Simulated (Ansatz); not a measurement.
Functionals compared on the (332) surface of bcc Nb in its 1x1 cell, outermost plane spacing 0.71 Å in the ideal cut, in Ansatz (plane waves, PAW). The structure was relaxed with PBE; the other rows are single points on it, each with its references at the same level. Cutoff 420 eV (500 eV for r2SCAN).

Set-up: 15 atoms, 9.9 Å thick at the start (thin: gaps and levels are the slab's own); mesh 8x7x1; 0.1 eV smearing; dipole correction on; all atoms relaxed; symmetry of the start imposed; no spin, no spin-orbit, no U. These notes are the PBE run's.

```csv
functional,surface energy (J/m²),work function of the top face (eV),rough cost of the single point
PBE,2.36,3.85,–
LDA,2.69,4.12,roughly 110 core-seconds
PBEsol,2.61,3.94,roughly 110 core-seconds
RPBE,2.21,3.71,about 100 core-seconds (a rough figure)
r2SCAN,2.51,3.84,about 4 core-minutes (a rough figure)
```

Ansatz is a quantum-chemistry and plane-wave program.
